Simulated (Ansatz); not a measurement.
A hypothetical phase is included: elements placed on a structure type, which no database files for this compound.

By r2SCAN, the system below comes out a metal.

Consider the following.

```
C
1.0
    5.54592     0.00000     0.00000
   -2.77296     4.80291     0.00000
    2.77296     1.60097     2.26411
C
8
Direct
  0.75000   0.00000   0.75000
  0.25000   0.00000   0.25000
  0.50000   0.50000   0.75000
  0.50000   0.50000   0.25000
  0.25000   0.75000   0.75000
  0.75000   0.25000   0.25000
  0.00000   0.00000   0.00000
  0.00000   0.50000   0.50000
```

The cell was relaxed by PBE-D3(BJ); by r2SCAN it stands under a pressure of -2.5 GPa.

The current flows along the normal of the first two printed cell vectors, the (111) plane of the conventional cell. No spin-orbit coupling; the value is a mean over 0.1 eV about the Fermi level.

**Question.** Estimate the ballistic conductance per area that r2SCAN in Ansatz (a first-principles code) returns for this system.

**Answer.** 2.6 × 10¹⁵ S/m² for both spins.
